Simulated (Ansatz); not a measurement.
Relaxation of the outer planes of the (100) surface of monoclinic ZrO2 in its 1x1 cell (cut with top plane 2 O, bottom plane 2 O), outermost plane spacing 1.08 Å in the ideal cut.

Computed with PBE (plane waves to 420 eV, PAW; Ansatz, an electronic-structure program).

Set-up: 36 atoms, O24Zr12, 14.7 Å thick at the start; mesh 5x5x1; 0.025 eV smearing; dipole correction on; all atoms relaxed; symmetry of the start imposed; no spin, no spin-orbit, no U.

| plane | atoms | bulk spacing to the next (Å) | relaxed spacing (Å) | change (%) | rumpling (Å) |
|---|---|---|---|---|---|
| 1 | 2 O | 1.078 | (withheld) | (withheld) | 0.00 |
| 2 | 2 Zr | 0.896 | 0.773 | -13.8 | 0.00 |

### Question
Complete the blanks.

### Answer

- 1, relaxed spacing (Å): 1.059
- 1, change (%): -1.8
